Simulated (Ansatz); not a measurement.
The reference is Ag in the fcc (Cu type) structure (space group Fm-3m, No. 225; a = 4.104 Å; relaxed with 0.1 eV smearing). Axes: x, y, z lie along the cube axes.

Computed with Ansatz (a quantum-chemistry and plane-wave program) r2SCAN, spin-orbit coupling left out.

Base values:

- Shortest interatomic distance = 2.902 Å

It is then changed as follows: tensor shear ε_xy = +1.14 % (engineering shear γ = 0.0228); the atoms relax in the strained cell.

Q: Predict the new stress.

A: The stress (xx, yy, zz, yz, xz, xy; compression positive) is (0.1, 0.1, 0.0, 0.0, 0.0, -1.0) GPa.

Q: Predict the new energy relative to the base.

A: The energy rises by 1.3 meV/atom.

Q: Predict the new shortest interatomic distance.

A: The shortest interatomic distance decreases by 0.033 Å to 2.869 Å.

No phonon test of stability was made.
